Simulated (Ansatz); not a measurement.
## BeRh3 (model structure, started from the Cu3Au type, Pm-3m, No. 221, 4 atoms in the cell)

The numbers are results of PBEsol (plane waves, PAW; Ansatz, a program for electronic structure), not measurements.

Numerical settings: plane-wave cutoff 520 eV, 16×16×16 k mesh, Fermi–Dirac smearing 0.05 eV, no spin polarisation, scalar-relativistic PAW data made under PBE.

Cell (relaxed at this level):

```cif
data_BeRh3
_chemical_formula_sum 'Rh3 Be1'
_space_group_name_H-M_alt 'P 1'
_space_group_IT_number 1
_cell_length_a 3.68600
_cell_length_b 3.68600
_cell_length_c 3.68600
_cell_angle_alpha 90.000
_cell_angle_beta 90.000
_cell_angle_gamma 90.000
loop_
_space_group_symop_operation_xyz
  'x, y, z'
loop_
_atom_site_label
_atom_site_type_symbol
_atom_site_fract_x
_atom_site_fract_y
_atom_site_fract_z
_atom_site_occupancy
Rh1 Rh 0.00000 0.50000 0.50000 1
Rh2 Rh 0.50000 0.50000 0.00000 1
Rh3 Rh 0.50000 0.00000 0.50000 1
Be1 Be 0.00000 0.00000 0.00000 1
```

```
Quantity        Value
------------  -------
bulk modulus  249 GPa
```

Note: the run has no spin polarisation, so it can have missed a magnetic state; the bulk modulus is −V dP/dV from two relaxed cells at ±2 % in volume; the relaxation could raise the start's symmetry but not lower it, so the cell can be a saddle point.

Computed values are for the static lattice.

A model structure was made by putting elements into a prototype or built by hand; it is no filed structure, need not be a known phase, and can be a saddle point held by its symmetry.
